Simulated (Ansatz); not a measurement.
**Response to strain in InPd**

The reference is InPd in the CsCl type structure (space group Pm-3m, No. 221; a = 3.2480 Å; relaxed with 0.1 eV smearing). Axes: x, y, z lie along the cube axes.

Strains are applied to the cell and any free atomic positions relax.

All numbers come from PBEsol (Ansatz, a program for electronic structure; PAW; 420 eV plane waves; no SOC).

Notes on the quantities. pressure: mean of the normal stresses, compression positive; energy relative to the base: free energy F.

```json
[
 {"variant": "base", "pressure": "0.0 GPa", "energy relative to the base": "0 meV/atom", "shortest interatomic distance": "2.813 Å"},
 {"variant": "tensor shear ε_xy = +1.43 %", "pressure": "0.2 GPa", "energy relative to the base": "+2.5 meV/atom", "shortest interatomic distance": "2.786 Å"},
 {"variant": "tensor shear ε_xy = +1.14 %", "pressure": "0.1 GPa", "energy relative to the base": "+1.6 meV/atom", "shortest interatomic distance": "2.792 Å"},
 {"variant": "tensor shear ε_xy = +0.86 %", "pressure": "0.1 GPa", "energy relative to the base": "+0.9 meV/atom", "shortest interatomic distance": "2.797 Å"},
 {"variant": "tensor shear ε_xy = +1.71 %", "pressure": "0.2 GPa", "energy relative to the base": "?", "shortest interatomic distance": "?"},
 {"variant": "tensor shear ε_xy = +0.57 %", "pressure": "0.0 GPa", "energy relative to the base": "+0.4 meV/atom", "shortest interatomic distance": "2.802 Å"},
 {"variant": "tensor shear ε_xy = +2.00 %", "pressure": "0.3 GPa", "energy relative to the base": "+4.9 meV/atom", "shortest interatomic distance": "2.775 Å"},
 {"variant": "tensor shear ε_xy = +0.29 %", "pressure": "0.0 GPa", "energy relative to the base": "+0.1 meV/atom", "shortest interatomic distance": "2.807 Å"}
]
```

Q: What belongs in the blanks?

A: 
- tensor shear ε_xy = +1.71 %, energy relative to the base: +3.6 meV/atom
- tensor shear ε_xy = +1.71 %, shortest interatomic distance: 2.781 Å

Whether these cells are dynamically stable was not tested. The final runs are not spin-polarised.
